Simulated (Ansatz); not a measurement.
The starting structures come from a database of crystals and need not be the phases stable at ambient conditions.

# Evanescent states of Na3Sb (P6_3/mmc, not sure to be the ambient phase, 8 atoms a cell, 29.0 Å³ an atom) along the normal of (100)

All values below come from PBEsol (plane waves, PAW; Ansatz, a program for electronic structure).

The gap is the functional's own. No spin-orbit coupling. Mid-gap values are interpolated on the energy grid.

Energies count from the valence-band top; κ is the least over a 6×4 mesh across the current.

```tsv
E (eV)	κ (1/Å)	where
0.03	0.019	Γ
0.07	0.031	Γ
0.12	0.037	Γ
0.17	0.040	Γ
0.23	0.040	Γ
0.28	0.038	Γ
0.33	0.033	Γ
0.38	0.024	Γ
```

How thick must the barrier be to attenuate the transmission by 10^8 when the electrodes' Fermi level lies at 0.33 eV, and what attenuation does that film give at 0.03 eV?

d = 8 ln 10 / (2 × 0.033) = 279.1 Å. At 0.03 eV it gives 8 × 0.019/0.033 = 4.6 decades.
